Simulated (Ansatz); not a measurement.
Given:

```
HfO2
1.0
    3.56707     0.00000     0.00000
    0.00000     3.52248     0.00000
    0.00000     0.00000     5.16596
Hf O
2 4
Cartesian
  0.00000   0.00000  -0.00444
  1.78354   1.76124   2.58742
  0.00000   1.76124   1.04553
  0.00000   1.76124   3.62105
  1.78354   0.00000   1.53745
  1.78354   0.00000   4.12789
```

No spin polarisation.

A single point on HfO2 with a change (uniaxial strain ε_yy = −1.25 %), its geometry relaxed with PBEsol.

Computed with r2SCAN/PAW in Ansatz (a quantum-chemistry and plane-wave program), spin-orbit coupling left out. Γ-centred 9×9×7 mesh, Fermi–Dirac width 0.05 eV.

Task: What is the computed band gap?

Result: 5.21 eV.

Task: Predict the smallest direct gap.

Result: 5.29 eV.

Single points use the geometry relaxed with PBEsol. Spin-orbit coupling, missing from the scalar runs, can matter with Hf. Whether these cells are dynamically stable was not tested. The cell was made from HfO₂ (space group P4_2/nmc, No. 137) by this change: uniaxial strain ε_yy = −1.25 %. This is not the structure that HfO2 has at room temperature and ambient pressure.
